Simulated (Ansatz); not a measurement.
We consider 1T (CdI2-type) MgI₂, described by PBE (PAW; Ansatz, a quantum-chemistry and plane-wave program).

Run with plane-wave cutoff 520 eV, 12×12×6 k mesh (along the axes of the cell as run), perturbation theory, scalar-relativistic PAW data made under PBE.

Cell (relaxed at this level):

Space group P-3m1 (No. 164); a = b = 4.2064 Å, c = 7.8152 Å, α = β = 90.00°, γ = 120.00°

```json
[
 {"atom": "Mg", "site": "1a", "symmetry": "-3m.", "x": "0.0000", "y": "0.0000", "z": "0.0000"},
 {"atom": "I", "site": "2d", "symmetry": "3m.", "x": "0.3333", "y": "0.6667", "z": "0.2141"}
]
```

Problem. Give the computed electronic dielectric constant ε∞ (mean over three axes) and static dielectric constant (mean over three axes).

Solution. 
- electronic dielectric constant ε∞ (mean over three axes) = 3.64
- static dielectric constant (mean over three axes) = 6.84

Note: the cell comes from a level without a dispersion term, which matters for the spacing of layers, chains or molecules; the cell has widely spaced layers and the level no dispersion term, so their spacing and the moduli can rest on weak binding.

Spin–orbit coupling is not included.
